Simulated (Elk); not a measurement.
A self-consistent single point of Ru (P6_3/mmc, 2 atoms in the cell) with Elk.

Level of theory: Elk with PBE, spin-orbit coupling in second variation, all-electron FP-LAPW, Elk's shipped species files, default APW+lo basis.

```xyz
2
Lattice="1.3550 -2.3469 0.0000 1.3550 2.3469 0.0000 0.0000 0.0000 4.2800" Properties=species:S:1:pos:R:3 pbc="T T T"
Ru     1.3550     0.7823     1.0700
Ru     1.3550    -0.7823     3.2100
```

Reference input (self-consistent single point, DFT, PBE, all-electron FP-LAPW, Elk's shipped species files, default APW+lo basis): xctype = 20; rgkmax = 7; stype = 3; swidth = 0.00499791 Ha; ngridk = 9 9 5; rmtscf = 0.9. This run's input differs from it in these lines:

```diff
@@ -6,2 +6,5 @@
 
+spinorb
+  .true.
+
 rgkmax
@@ -11,2 +14,8 @@
   0.9
+
+lmaxi
+  3
+
+nempty
+  10
```

Output, abridged:

```
│ Self-consistent loop started │
│ Loop number : 1 │
 total energy                :     -9056.64077755
 total moment                :  -0.2679165440E-19 -0.3520589709E-19 -0.1874954039E-19
│ Loop number : 2 │
 total energy                :     -9057.04854856
 total moment                :  -0.1219847942E-21 -0.1014448850E-19 -0.2373499050E-19
RMS change in Kohn-Sham potential (target) :   0.1175256402     (  0.1000000000E-05)
Absolute change in total energy (target)   :   0.4077710145     (  0.1000000000E-03)
│ Loop number : 3 │
 total energy                :     -9058.10021641
   [... lines left out ...]
 total energy                :     -9063.86033803
 total moment                :  -0.1092261192E-19  0.1733547028E-19 -0.3500882974E-19
RMS change in Kohn-Sham potential (target) :   0.4043502126E-06 (  0.1000000000E-05)
Absolute change in total energy (target)   :   0.2720941156E-03 (  0.1000000000E-03)
│ Loop number : 14 │
 total energy                :     -9063.86030094
 total moment                :  -0.5621906619E-20 -0.1331589683E-19 -0.6228680598E-19
RMS change in Kohn-Sham potential (target) :   0.8238591573E-07 (  0.1000000000E-05)
Absolute change in total energy (target)   :   0.3092802217E-04 (  0.1000000000E-03)
Convergence targets achieved

│ Loop number : 15 │

Energies :
 Fermi                       :     0.484651648891
 xc effective B-field        :    -0.237927928424E-08
 external B-field            :      0.00000000000
 total energy                :     -9063.86029231
 (external B-field energy excluded from total)

Density of states at Fermi energy :    38.82694502
 (states/Hartree/unit cell)

Estimated indirect band gap :   0.9905165996E-03
 from k-point     27 to k-point     25
Estimated direct band gap   :   0.9739137529E-02
 at k-point     26

Charges :
 core                        :    56.00000000
 valence                     :    32.00000000
 interstitial                :    3.621138709
 muffin-tins (core leakage)
  species :    1 (Ru)
   atom    1                 :    42.18943065     (  0.3411979890E-06)
   [... lines left out ...]
 muffin-tins
  species :    1 (Ru)
   atom    1                 :   0.1700805170E-20  0.5782003759E-20  0.7143857136E-20
   atom    2                 :   0.1700805170E-20  0.5782003759E-20  0.7143857136E-20
 total in muffin-tins        :   0.3401610341E-20  0.1156400752E-19  0.1428771427E-19
 total moment                :  -0.2575426839E-20  0.3307112485E-20 -0.2541867617E-19

│ Self-consistent loop stopped │
```

The run converged in 15 iterations. The count includes the last loop, which Elk runs after its targets are met. 

The starting cell has typed, rounded lattice constants, without a prior relaxation at this level. Values depend on the basis (sphere radii, cutoffs, local orbitals), which need not be converged. The log's line on a gap gives a spacing of levels on this mesh, which the program prints for metals too.
